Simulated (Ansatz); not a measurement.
An ideal cubic perovskite cell is held by its symmetry; such compounds can tilt or shift off centre at room temperature. The starting structures come from a database of crystals and need not be the phases stable at ambient conditions.

Input:

```yaml
crystal:
  lattice:
    - [4.20893, 0.00000, 0.00000]
    - [0.00000, 4.20893, 0.00000]
    - [0.00000, 0.00000, 4.20893]
  atoms:
    - { symbol: Zr, position: [0.00000, 0.00000, 0.00000] }
    - { symbol: Pb, position: [0.50000, 0.50000, 0.50000] }
    - { symbol: O, position: [0.50000, 0.00000, 0.00000] }
    - { symbol: O, position: [0.00000, 0.50000, 0.00000] }
    - { symbol: O, position: [0.00000, 0.00000, 0.50000] }
```

Space group of this cell: Pm-3m, cubic perovskite. The cell is taken as given; by r2SCAN its mean pressure is -5.6 GPa.

The current runs along the normal of the first two printed vectors, the (001) plane. All runs by Ansatz (a first-principles code), plane waves and PAW, without spin-orbit coupling; the base is r2SCAN.

| run | mean pressure (GPa) | gap (eV) | mid-gap κ (1/Å) |
|---|---|---|---|
| base | -5.6 | 2.73 | 0.212 |
| all lengths scaled by 0.98 | 4.5 | [?] | [?] |
| all lengths scaled by 1.02 | -13.2 | 2.54 | [?] |
| lda in place of r2scan | -11.2 | 2.17 | 0.184 |
| lengths across the current scaled by 0.98, ions clamped | 1.0 | [?] | [?] |
| lengths across the current scaled by 1.02, ions clamped | -10.8 | 2.52 | 0.209 |
| lengths along the current scaled by 0.97, ions clamped | -0.6 | 2.67 | 0.199 |
| lengths along the current scaled by 1.03, ions clamped | -9.4 | 2.54 | 0.225 |
| pbesol in place of r2scan | -7.4 | 2.19 | 0.184 |

### Question
Complete the blanks.

### Answer

- all lengths scaled by 0.98, gap (eV): 2.90
- all lengths scaled by 0.98, mid-gap κ (1/Å): 0.207
- all lengths scaled by 1.02, mid-gap κ (1/Å): 0.216
- lengths across the current scaled by 0.98, ions clamped, gap (eV): 2.80
- lengths across the current scaled by 0.98, ions clamped, mid-gap κ (1/Å): 0.216
